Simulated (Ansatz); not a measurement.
**Point defects in hypothetical P6_3/mmc SnS2**

Start from a 12-atom supercell of SnS$_{2}$ in the 2H-MoS2 type structure (space group P6_3/mmc, No. 194; a = 3.561 Å, c = 11.149 Å; a hypothetical phase, not in the database extracts checked; layered, stacked along the Cartesian z axis) at its relaxed geometry.

One neutral defect a cell, atoms relaxed at fixed cell.

Method: Ansatz (a program for electronic structure), PBEsol-D3(BJ), PAW, cutoff 420 eV, spin-orbit coupling left out.

| case | pressure | largest displacement of a host atom from its site in the perfect cell |
|---|---|---|
| perfect supercell | 0.0 GPa | – |
| Pb on a S site, symmetric start | 6.2 GPa | 1.19 Å |
| Sn on a S site (antisite), symmetric start | 5.6 GPa | 1.18 Å |
| Sn interstitial (started 2.37 Å from the nearest host atom) | 10.5 GPa | 0.44 Å |
| Li interstitial (started 2.17 Å from the nearest host atom) | 4.6 GPa | 1.80 Å |

The cell is small, so the values are those of an ordered compound at a high defect concentration; dilute-limit values will differ. Defects with a symmetric start kept the site's symmetry and may sit on a saddle; the others started slightly shaken. The final runs are not spin-polarised.
